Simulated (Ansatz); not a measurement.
## Hypothetical Pm-3m TaN, response to strain

Take TaN (space group Pm-3m, No. 221; a = 4.2132 Å; a hypothetical phase, not in the database extracts checked) as the base. Axes: x, y, z lie along the cube axes.

Strains are applied to the cell and any free atomic positions relax; under biaxial strain the out-of-plane vector relaxes too; under stress the whole cell relaxes.

Levels (all Ansatz, an electronic-structure program, PAW): PBEsol (420 eV, no spin-orbit coupling); r2SCAN (500 eV, scalar-relativistic without spin-orbit coupling).

Pressures by level, all at the geometries relaxed with PBEsol:

```json
[
 {"case": "base", "PBEsol": "0.0 GPa", "r2SCAN": "3.5 GPa"},
 {"case": "biaxial strain −4.73 %, plane normal [110], relaxed out of plane", "PBEsol": "15.9 GPa", "r2SCAN": "20.1 GPa"},
 {"case": "uniaxial strain ε_zz = −1.00 %", "PBEsol": "3.1 GPa", "r2SCAN": "6.7 GPa"},
 {"case": "uniaxial stress, 0.5 GPa tension along x", "PBEsol": "-0.2 GPa", "r2SCAN": "3.4 GPa"},
 {"case": "tensor shear ε_yz = +2.94 %", "PBEsol": "0.2 GPa", "r2SCAN": "3.7 GPa"}
]
```

Single points use the geometry relaxed with PBEsol. Their cutoffs differ, which shifts pressures a little. Without a gap, meshes like the base's 11×11×11 leave anisotropic stresses uncertain by several tenths of a GPa, and small strain energies with them. Beyond what the load breaks, stability against distortions was not tested. The final runs are not spin-polarised.
